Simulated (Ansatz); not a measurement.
An Ansatz (a quantum-chemistry and plane-wave program) input (PBEsol (Ansatz), no spin-orbit coupling):

Ansatz 0.2 input:
```yaml
crystal:
  lattice:
    - [2.8128526797, 0, 0]
    - [0, 2.8128526797, 0]
    - [0, 0, 3.5031317561]
  atoms:
    - { symbol: Cu, position: [0, 0, 0] }
    - { symbol: Au, position: [0.5, 0.5, 0.5] }
basis: { ecutwfc: 420, ecutrho_ratio: 4, xc_grid: 2, fft_grid_basis: typed }
kpoints: { mp_grid: { grid: [20, 20, 16] } }
hamiltonian:
  xc: pbesol
  dispersion: none
  pseudopotentials: { kind: paw }
scf: { occupations: { method: fermi_dirac, width: 0.1 }, convergence: { dr2_threshold: 0.0000000002 } }
relax: { f_tol: 0.005, max_steps: 50 }
output: { forces: true, stress: true }
checkpoint: { write: state.ck, write_every: 1000 }
```

Q: Which symmetry and how many k-points will the program report, and about how many plane waves at Γ?

A: Space group P4/mmm (ITA 123) with 16 operations, k-points 594 of 6400, and 543 plane waves at Γ.

Q: And the final pressure?

A: 4.56 GPa (compression positive).

The cells carry an imposed strain or load. Whether these cells are dynamically stable was not tested. All final runs are without spin polarisation. The cell was made from CuAu (space group P4/mmm, No. 123) by this change: uniaxial strain ε_zz = −2.50 %.
